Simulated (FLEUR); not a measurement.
Input and output of a self-consistent single point for TiS (P-6m2, 2 atoms in the cell) (FLEUR).

Level of theory: PBEsol, all-electron FLAPW (FLEUR), scalar-relativistic valence.

The change in words: lattice scaled by 0.98. Reference geometry:
```yaml
crystal:
  lattice:
    - [3.26717, 0.00000, 0.00000]
    - [-1.63359, 2.82945, 0.00000]
    - [0.00000, 0.00000, 3.21706]
  atoms:
    - { symbol: Ti, position: [0.66667, 0.33333, 0.00000] }
    - { symbol: S, position: [0.00000, 0.00000, 0.50000] }
```

Reference input (self-consistent single point, DFT, PBEsol, all-electron FLAPW (FLEUR), scalar-relativistic valence): Kmax = 4.7 1/bohr; GmaxXC = 14.1 1/bohr; xcFunctional = PBEs; jspins = 1; l_soc = F; mode = gauss; fermiSmearingEnergy = 0.00734986 Htr; mesh (inpgen div1-3) = 12 12 10; inpgen gamma flag = true; Gmax = 14.1 1/bohr; numbands = 0; maxIterBroyd = 15. This run's input differs from it in these lines:

```diff
@@ -3,5 +3,5 @@
 &input film=f /
-6.1740562642 0.0000000553 0.0000000000
--3.0870281800 5.3468895416 0.0000000000
-0.0000000000 0.0000000000 6.0793623265
+6.0505755605 -0.0000003406 0.0000000000
+-3.0252874853 5.2399523133 0.0000000000
+0.0000000000 0.0000000000 5.9577754579
 1.0
@@ -44,5 +44,5 @@
          <bravaisMatrix>
-            <row-1>    6.1740562641999999     0.0000000553000000     0.0000000000000000</row-1>
-            <row-2>   -3.0870281799999999     5.3468895416000004     0.0000000000000000</row-2>
-            <row-3>    0.0000000000000000     0.0000000000000000     6.0793623265000001</row-3>
+            <row-1>    6.0505755604999996    -0.0000003406000000     0.0000000000000000</row-1>
+            <row-2>   -3.0252874852999998     5.2399523132999999     0.0000000000000000</row-2>
+            <row-3>    0.0000000000000000     0.0000000000000000     5.9577754579000004</row-3>
          </bravaisMatrix>
```

Output (repeated stretches shortened):

```
 Iteration:     1   Distance:       8.73486101 me/bohr^3
 Iteration:     2   Distance:       7.86313638 me/bohr^3
 Iteration:     3   Distance:       4.46229653 me/bohr^3
 Iteration:     4   Distance:       3.84532013 me/bohr^3
 Iteration:     5   Distance:       0.69531423 me/bohr^3
   [... 6 lines left out ...]
 Iteration:    12   Distance:       0.00034328 me/bohr^3
 Iteration:    13   Distance:       0.00006371 me/bohr^3
 Iteration:    14   Distance:       0.00006161 me/bohr^3
 Iteration:    15   Distance:       0.00000295 me/bohr^3
 Run finished successfully
 Stop message:
   Structural relaxation: Done

[file out, last iteration]
             iter=     16
[...]
          total density-effective poten   -1.9755015842E+03
          total charge density-energy d   -6.6358250220E+01
 Updated energy parameters for spin:           1
[...]
 fermi energy and band-weighting factors:

[...]
FERMIE:
          first approx. to ef    (T=0)  :   0.442757 htr   (energy of the highest occ. eigenvalue)
          number of occ. states  (T=0)  :       1027
          first approx. to seigv (T=0)  :  -5.779259 htr
          sum of weights of occ. states :   9.000694
          sum of semicore charge        :   0.000000 e
          fermi energy=   0.44204 har   work function= -12.02859 ev
          number of valence electrons=  18.00001
     band-weighting factor for spin=    1
   [... lines left out ...]
          total moment                 =     0.00000
 Direct bandgap for spin            1 :    8.9481340864291936E-003  Htr
 ---->    free energy=                     -1251.5575200193 htr
   [... lines left out ...]
      extrapolation for T->0
 ---->    total electron energy=           -1251.5575200193 htr
 ***** TOTAL FORCES ON ATOMS *****
 TOTAL FORCE FOR ATOM TYPE=  1  X= -3.025   Y=  1.747   Z=  0.000
                       FX_TOT= 0.000000 FY_TOT= 0.000000 FZ_TOT= 0.000000
 TOTAL FORCE FOR ATOM TYPE=  2  X=  0.000   Y=  0.000   Z=  2.979
                       FX_TOT= 0.000000 FY_TOT= 0.000000 FZ_TOT= 0.000000
 Structural relaxation: Done
```

The run converged in 15 iterations. FLEUR gives forces in its relaxation mode, with a further iteration, so its stop message speaks of a relaxation. Against the reference run the total energy goes down by 4.2 meV/atom.

The starting cell comes from a database of computed structures (which also holds hypothetical and non-ambient phases and stackings), without a prior relaxation at this level. For this run, on top of that: lattice scaled by 0.98. Spin polarisation is off, so a magnetic state, if there is one, cannot be reached. Values depend on the basis (sphere radii, cutoffs, local orbitals), which need not be converged. The log's line on a gap gives a spacing of levels on this mesh, which the program prints for metals too.

Cost on one core of a shared machine: roughly 3 min.
